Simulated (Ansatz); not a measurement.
Results of LDA (Ansatz, a quantum-chemistry and plane-wave program, PAW) for AlAs (model structure, Fm-3m, No. 225, 2 atoms in the cell).

Numerical settings: plane-wave cutoff 520 eV, 18×18×18 k mesh, Fermi–Dirac smearing 0.05 eV, scalar-relativistic PAW data made under PBE.

Cell (relaxed at this level):

```cif
data_AlAs
_chemical_formula_sum 'Al1 As1'
_space_group_name_H-M_alt 'P 1'
_space_group_IT_number 1
_cell_length_a 3.68395
_cell_length_b 3.68395
_cell_length_c 3.68395
_cell_angle_alpha 60.000
_cell_angle_beta 60.000
_cell_angle_gamma 60.000
loop_
_space_group_symop_operation_xyz
  'x, y, z'
loop_
_atom_site_label
_atom_site_type_symbol
_atom_site_fract_x
_atom_site_fract_y
_atom_site_fract_z
_atom_site_occupancy
Al1 Al 0.00000 0.00000 0.00000 1
As1 As 0.50000 0.50000 0.50000 1
```

Task: What does this level give for the bulk modulus?

Result: 
- bulk modulus = 91.8 GPa

The run finds no gap.

Note: the bulk modulus is −V dP/dV from two relaxed cells at ±2 % in volume; the relaxation could raise the start's symmetry but not lower it, so the cell can be a saddle point.

The computed numbers hold no vibrational or temperature effects.

A model structure was made by putting elements into a prototype or built by hand; it is no filed structure, need not be a known phase, and can be a saddle point held by its symmetry.
